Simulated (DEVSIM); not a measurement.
# illuminated Si n-on-p cell, one wavelength

System: illuminated Si n-on-p cell, one wavelength, at 300 K.

```tsv
layer (left to right)	material	thickness (μm)	Nd (cm⁻³)	Na (cm⁻³)	τn (s)	τp (s)	absorption coefficient (cm⁻¹)
1	Si	0.140	6.8e18	-	2.3e-6	2e-7	2600
2	Si	190	-	2.5e17	1.1e-5	1.1e-5	2600
```

Left contact: ohmic, minority hole recombination velocity 20000 cm/s. Right contact: ohmic, minority electron recombination velocity 1e6 cm/s. Voltage is applied to the left contact. Recombination: SRH at mid-gap, radiative, Auger. Gap narrowing is on: ΔEg = 6.92 meV × (l + √(l² + 0.5)), l = ln(N/1.3e17 cm⁻³), shared equally by both band edges. Light enters at the left, 2.6e18 photons cm⁻² s⁻¹, one pass, no reflection. Mobility is constant in doping.

Constants are typed, rounded textbook-type inputs, not results; the design itself was drawn at random and stands for no fabricated device. Values at 300 K.

```csv
parameter,Si
gap (eV),1.124
affinity (eV),4.05
permittivity,11.7
Nc (cm⁻³),2.86e19
Nv (cm⁻³),3.1e19
μn (cm²/Vs),1417
μp (cm²/Vs),470
B (cm³/s),4.7e-15
Cn (cm⁶/s),2.8e-31
Cp (cm⁶/s),9.9e-32
```

Model (solved in DEVSIM): 1D drift-diffusion, Boltzmann statistics, complete ionisation; no tunnelling, impact ionisation, image-force lowering or self-heating.

```
Property                                                  Result
---------------------------------------------------  -----------
Potential step across the device at zero bias            0.929 V
Largest field in the device at zero bias             260000 V/cm
Dark forward voltage at 1 A/cm²                          0.723 V
Dark forward voltage at 100 A/cm²                        0.888 V
Short-circuit current                                 406 mA/cm²
Open-circuit voltage                                     0.698 V
Fill factor                                                 0.85
Largest power                                         240 mW/cm²
Share of generated pairs collected at short circuit        0.975
```

Dark forward current:

(V (V), J (A/cm²)): (-0.25, -1.9e-8); (-0.35, -6.2e-7); (-0.40, -4.1e-6); (-0.50, -0.00019); (-0.55, -0.0013); (-0.65, -0.062); (-0.75, -2.8); (-0.80, -15); (-0.90, -120); (-1.00, -400); (-1.05, -610); (-1.15, -1200); (-1.20, -1500); (-1.30, -2300)

Current under light (generator sign):

| V (V) | J (mA/cm²) |
|---|---|
| 0.00 | 406 |
| 0.10 | 406 |
| 0.20 | 406 |
| 0.32 | 406 |
| 0.42 | 406 |
| 0.54 | 405 |
| 0.56 | 404 |
| 0.58 | 402 |
| 0.60 | 397 |
| 0.62 | 386 |
| 0.64 | 363 |
| 0.66 | 314 |
| 0.68 | 206 |
| 0.70 | -24.6 |
